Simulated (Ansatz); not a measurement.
**A computed series for hypothetical P6_422 BAs: response to strain**

Base system: BAs (space group P6_422, No. 181; a = 3.429 Å, c = 7.403 Å; a hypothetical phase, not in the database extracts checked). Axes: x lies along a and z along c of the hexagonal cell.

Strains are applied to the cell and any free atomic positions relax; under stress the whole cell relaxes.

Computed with Ansatz (a quantum-chemistry and plane-wave program), PBEsol, PAW, cutoff 420 eV, without spin-orbit coupling.

| case | width of the top valence band | shortest interatomic distance | hole mass |
|---|---|---|---|
| base | 3.01 eV | 2.112 Å | 0.20 mₑ along c, 0.41 mₑ across (at Γ) |
| isotropic strain +2.49 % | 2.80 eV | 2.165 Å | 0.16 mₑ along c, 0.46 mₑ across (at Γ) |
| uniaxial strain ε_xx = +0.42 % | – | 2.114 Å | 0.20 mₑ along z, 0.40 mₑ across (at Γ) |
| uniaxial strain ε_zz = −2.90 % | 3.33 eV | 2.092 Å | 0.23 mₑ along z, 0.28 mₑ across (at Γ) |
| uniaxial stress, 5 GPa compression along z | 3.20 eV | 2.105 Å | 0.21 mₑ along z, 0.32 mₑ across (at Γ) |

The levels and masses belong to the bands next to the band gap. Effective masses come from finite differences of ±0.01 Å⁻¹. Beyond what the load breaks, stability against distortions was not tested. The base started in P3_121 and relaxed to P6_422 at this level.
